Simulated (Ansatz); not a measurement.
The starting structures come from a database of crystals and need not be the phases stable at ambient conditions.

Input:

```xyz
14
Lattice="4.7243 0.0000 0.0000 0.0000 5.3924 0.0000 2.3621 -1.4215 5.8555" Properties=species:S:1:pos:R:3 pbc="T T T"
V      3.4972     3.0434     4.1823
V      3.5892     0.9276     1.6733
V      1.1351     3.6238     1.6733
V      5.9514     0.3472     4.1823
O      5.0085     1.6820     4.5678
O      2.0779     2.2890     1.2877
O      2.6464     4.9852     1.2877
O      4.4400    -1.0142     4.5678
O      5.0558     0.1312     2.3825
O      2.0306     3.8398     3.4730
O      2.6937     1.1436     3.4730
O      4.3927     2.8274     2.3825
O      0.5422     4.0443     0.0000
O      4.1821     1.3481     0.0000
```

Space group of this cell: C2/c. The cell is taken as given; by r2SCAN its mean pressure is -12.5 GPa.

Level of theory: r2SCAN (plane waves, PAW; Ansatz, a first-principles code).

The current runs along the normal of the first two printed vectors; no spin-orbit coupling. Scaled by the factor s: both lengths across the current (ions clamped). The meshes follow the cell: 8×6×8 and 8×6 across at s = 0.98, 8×6×8 and 6×6 across at s = 1.00, 8×6×8 and 6×6 across at s = 1.02.

```csv
s,mean pressure (GPa),band gap (eV)
0.98,-3.5,1.51
1.00,-12.5,1.42
1.02,-19.6,?
```

Take the slope of the band gap against ln s from the two given rows, extrapolate to s = 1.02, and say what the run there gives.

Slope = (1.51 − 1.42) / ln 0.98 = -4.45 eV. The line gives 1.42 + (-4.45) × ln 1.02 = 1.33 eV. The run gives 1.33 eV, as the line does.
